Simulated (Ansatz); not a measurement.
The parent structure is TiC in the rock salt structure (space group Fm-3m, No. 225; relaxed with 0.1 eV smearing).

```
TiC
1.0
    0.00000     2.16392     2.16392
    2.16392     0.00000     2.16392
    2.16392     2.16392     0.00000
Ti C
1 1
Cartesian
  0.00000   0.00000   0.00000
  2.16392   2.16392   2.16392
```

Cartesian axes are those of the cell as printed.

The values are results of r2SCAN (Ansatz, a program for electronic structure; PAW; 500 eV plane waves; scalar-relativistic without spin-orbit coupling), not measurements.

The change: the cell is scaled by 1.0100 in all directions, atoms relaxed at fixed cell.

### Question
Predict the stress tensor and what it implies for the stiffness.

### Answer
Stress of the strained cell less that of the base (GPa, compression positive):
```
   -7.4     0.0     0.0
    0.0    -7.4     0.0
    0.0     0.0    -7.4
```

Then B = −ΔP/(ΔV/V₀) with ΔV/V₀ = 0.0303 gives secant stiffness values (nonlinear terms included at this strain): B ≈ 244 GPa.

As a check, the harmonic strain energy −½ V₀ Δσ:ε is 7.0 meV/atom; the computed energy rise is 7.2 meV/atom.

Stability against distortions was not tested. The final runs are not spin-polarised.
